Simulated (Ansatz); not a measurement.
# WSi2: response to strain

Consider WSi₂ (space group I4/mmm, No. 139; relaxed with 0.1 eV smearing).

```
CELL_PARAMETERS angstrom
     -1.60119     1.60119     3.90885
      1.60119    -1.60119     3.90885
      1.60119     1.60119    -3.90885
ATOMIC_POSITIONS crystal
  Si 0.66552 0.66552 0.00000
  Si 0.33448 0.33448 0.00000
  W  0.00000 0.00000 0.00000
```

Cartesian axes are those of the cell as printed.

Strains are applied to the cell and any free atomic positions relax.

Level of theory: PBEsol/PAW in Ansatz (a first-principles code), no spin-orbit coupling.

Notes on the quantities. energy relative to the base: free energy F; pressure: mean of the normal stresses, compression positive.

```csv
case,energy relative to the base,shortest interatomic distance,pressure
base,0 meV/atom,2.588 Å,0.0 GPa
uniaxial strain ε_zz = −2.50 %,+16 meV/atom,2.528 Å,7.0 GPa
uniaxial strain ε_zz = −2.00 %,+9.8 meV/atom,2.541 Å,5.5 GPa
uniaxial strain ε_zz = −0.50 %,+0.6 meV/atom,2.576 Å,1.3 GPa
uniaxial strain ε_zz = +0.50 %,+0.6 meV/atom,2.600 Å,-1.2 GPa
uniaxial strain ε_zz = +1.00 %,+2.2 meV/atom,2.611 Å,-2.4 GPa
uniaxial strain ε_zz = +1.50 %,+5.0 meV/atom,2.617 Å,-3.6 GPa
uniaxial strain ε_zz = +2.00 %,+8.7 meV/atom,2.619 Å,-4.6 GPa
uniaxial strain ε_zz = +2.50 %,+13 meV/atom,2.622 Å,-5.7 GPa
uniaxial strain ε_zz = +3.00 %,+19 meV/atom,2.625 Å,-6.7 GPa
```

Stability against distortions was not tested. All final runs are without spin polarisation.
